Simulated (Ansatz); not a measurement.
## A computed series for BeSe: response to strain

Base system: BeSe in the zinc blende structure (space group F-43m, No. 216; a = 5.129 Å). Axes: x, y, z lie along the cube axes.

Strains are applied to the cell and any free atomic positions relax.

Level of theory: PBEsol, PAW, 420 eV (Ansatz, a first-principles code; spin-orbit coupling left out).

Notes on the quantities. energy relative to the base: free energy F; pressure: mean of the normal stresses, compression positive.

| case | band gap | gap character | energy relative to the base | pressure |
|---|---|---|---|---|
| base | 2.47 eV | – | 0 meV/atom | 0.0 kbar |
| uniaxial strain ε_zz = −3.00 % | 2.15 eV | indirect, Γ → M | +6.3 meV/atom | 25.5 kbar |
| uniaxial strain ε_zz = −2.50 % | 2.20 eV | indirect, Γ → M | +4.4 meV/atom | 21.0 kbar |
| uniaxial strain ε_zz = −2.00 % | (withheld) | indirect, Γ → M | (withheld) | (withheld) |
| uniaxial strain ε_zz = −1.50 % | 2.31 eV | indirect, Γ → M | +1.6 meV/atom | 12.3 kbar |
| uniaxial strain ε_zz = −1.00 % | 2.36 eV | indirect, Γ → M | +0.7 meV/atom | 8.1 kbar |
| uniaxial strain ε_zz = −0.50 % | 2.41 eV | indirect, Γ → M | +0.2 meV/atom | 4.0 kbar |
| uniaxial strain ε_zz = +1.00 % | 2.45 eV | indirect, Γ → X | +0.7 meV/atom | -7.8 kbar |
| uniaxial strain ε_zz = +2.50 % | 2.42 eV | indirect, Γ → X | +4.2 meV/atom | -18.8 kbar |
| uniaxial strain ε_zz = +3.00 % | 2.41 eV | indirect, Γ → X | +6.1 meV/atom | -22.3 kbar |

Task: Complete the table.

Result: 
- uniaxial strain ε_zz = −2.00 %, band gap: 2.26 eV
- uniaxial strain ε_zz = −2.00 %, energy relative to the base: +2.8 meV/atom
- uniaxial strain ε_zz = −2.00 %, pressure: 16.6 kbar

Stability against distortions was not tested. Labels are those of the standard path for the cell's own space group.
